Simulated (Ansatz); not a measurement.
Consider Au in the fcc (Cu type) structure (space group Fm-3m, No. 225; a = 4.125 Å; relaxed with 0.1 eV smearing). Axes: x, y, z lie along the cube axes.

All numbers come from Ansatz (a program for electronic structure), r2SCAN, PAW, cutoff 500 eV, no spin-orbit coupling.

Modification: compressive biaxial strain of 0.93 % in the plane normal to [001], as in epitaxy on a mismatched substrate; the out-of-plane cell vector and the atoms relax.

Question: Estimate the effect on the out-of-plane strain.

Answer: The out-of-plane strain amounts to +1.69 %.

Question: What does the calculation give for the in-plane stress after the change?

Answer: The mean in-plane stress (compression positive) amounts to +0.5 GPa.

No phonon test of stability was made.
